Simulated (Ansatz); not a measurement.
The parent structure is CaSe in the rock salt structure (space group Fm-3m, No. 225; a = 5.8685 Å).

Method: PBEsol/PAW in Ansatz (an electronic-structure program), scalar-relativistic without spin-orbit coupling.

Base values:

| Quantity | Result |
|---|---|
| Electron mass | 1.4 mₑ along k, 0.27 mₑ across (at X) |
| Shortest interatomic distance | 2.934 Å |
| Hole mass | 0.17, 0.91, 0.91 mₑ (at Γ) |

One thing is altered: cell and atoms relaxed at a pressure of 7.5 GPa.

Problem. How does this affect the electron mass, shortest interatomic distance and hole mass?

Solution. The electron mass becomes 1.4 mₑ along k, 0.24 mₑ across (at X) (base: 1.4 mₑ along k, 0.27 mₑ across (at X)); the shortest interatomic distance shrinks by 0.109 Å, from 2.934 Å to 2.825 Å; the hole mass (degenerate bands, along [100]) goes from 0.17, 0.91, 0.91 mₑ (at Γ) to 0.16, 0.78, 0.78 mₑ (at Γ).

The levels and masses belong to the bands next to the band gap. Load acts through the strain it causes; cell and atoms are relaxed under it. Masses are band curvatures over ±0.01 Å⁻¹ around the edge. Along k means along the line from Γ to the band edge. No phonon test of stability was made. No other phases were tried under pressure.
